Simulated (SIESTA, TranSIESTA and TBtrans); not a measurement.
Run with TranSIESTA and TBtrans (open boundaries, self-consistent; PseudoDojo norm-conserving potentials, scalar-relativistic): Spin polarized, PAO.BasisSize DZP, PAO.EnergyShift 0.15 eV, XC.Authors PBE, Mesh.Cutoff 200 Ry, ElectronicTemperature 300 K, TS.Voltage 0.0 eV, TBT.Elecs.Eta 0.001 eV.

Junction: Pt chain bridged by a linear CO unit along the axis. Leads: straight Pt chain, spacing 2.4 Å. Geometry: as built, not relaxed.

Predict: conductance at 300 K (G0 = 2e²/h); mean T from −0.5 to 0.5 eV.

conductance at 300 K (G0 = 2e²/h): 1.31; mean T from −0.5 to 0.5 eV: 1.15. A magnetic start was tried, and the separate lead runs end without a moment. The straight chain is held at its spacing; free chains may zigzag or dimerise. Spin-orbit coupling, left out here, matters for the heavy atoms.
